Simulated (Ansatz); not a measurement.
Pressure series in MoSi2

Start from MoSi₂ (space group I4/mmm, No. 139).

```xyz
3
Lattice="-1.5871 1.5871 3.8887 1.5871 -1.5871 3.8887 1.5871 1.5871 -3.8887" Properties=species:S:1:pos:R:3 pbc="T T T"
Si     0.0000     0.0000     5.1701
Si     0.0000     0.0000     2.6073
Mo     0.0000     0.0000     0.0000
```

Cell and atoms are relaxed at each pressure.

All numbers come from LDA/PAW in Ansatz (a program for electronic structure), spin-orbit coupling left out.

Notes on the quantities. enthalpy: H = E + PV relative to the base's energy.

| case | enthalpy | density | c/a ratio | shortest interatomic distance |
|---|---|---|---|---|
| base | – | 6.45 g/cm³ | 2.450 | 2.563 Å |
| pressure −2 GPa | -0.16 eV/atom | 6.39 g/cm³ | 2.449 | 2.568 Å |
| pressure −1 GPa | -0.08 eV/atom | 6.42 g/cm³ | 2.450 | (withheld) |
| pressure 0.9 GPa | +0.07 eV/atom | 6.47 g/cm³ | 2.451 | 2.560 Å |
| pressure 2.1 GPa | +0.17 eV/atom | (withheld) | 2.452 | 2.558 Å |
| pressure 4.5 GPa | +0.36 eV/atom | 6.57 g/cm³ | 2.453 | 2.553 Å |
| pressure 9 GPa | +0.72 eV/atom | 6.69 g/cm³ | 2.456 | 2.544 Å |
| pressure 15 GPa | +1.19 eV/atom | 6.84 g/cm³ | 2.460 | (withheld) |
| pressure 22.5 GPa | +1.76 eV/atom | 7.01 g/cm³ | 2.465 | (withheld) |
| pressure 30 GPa | +2.31 eV/atom | 7.17 g/cm³ | 2.469 | 2.499 Å |

### Question
What belongs in the blanks?

### Answer

- pressure −1 GPa, shortest interatomic distance: 2.565 Å
- pressure 2.1 GPa, density: 6.51 g/cm³
- pressure 15 GPa, shortest interatomic distance: 2.533 Å
- pressure 22.5 GPa, shortest interatomic distance: 2.517 Å

Load acts through the strain it causes; cell and atoms are relaxed under it. Stability against distortions was not tested. No other phases were tried under pressure. All final runs are without spin polarisation.
